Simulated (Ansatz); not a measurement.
Base system: Rh in the fcc (Cu type) structure (space group Fm-3m, No. 225; relaxed with 0.1 eV smearing).

```xyz
1
Lattice="0.0000 1.8908 1.8908 1.8908 0.0000 1.8908 1.8908 1.8908 0.0000" Properties=species:S:1:pos:R:3 pbc="T T T"
Rh     0.0000     0.0000     0.0000
```

Cartesian axes are those of the cell as printed.

Computed with Ansatz (a first-principles code), PBEsol, PAW, cutoff 420 eV, no spin-orbit coupling.

Now apply this change: compressive biaxial strain of 1.00 % in the plane normal to [001], as in epitaxy on a mismatched substrate; the out-of-plane cell vector and the atoms relax.

**Question.** How does this affect the energy relative to the base?

**Answer.** The energy rises by 4.3 meV/atom.

**Question.** Predict the new in-plane stress.

**Answer.** The mean in-plane stress (compression positive) comes out as +5.2 GPa.

**Question.** What happens to the out-of-plane strain?

**Answer.** The out-of-plane strain amounts to +0.90 %.

No phonon test of stability was made. All final runs are without spin polarisation.
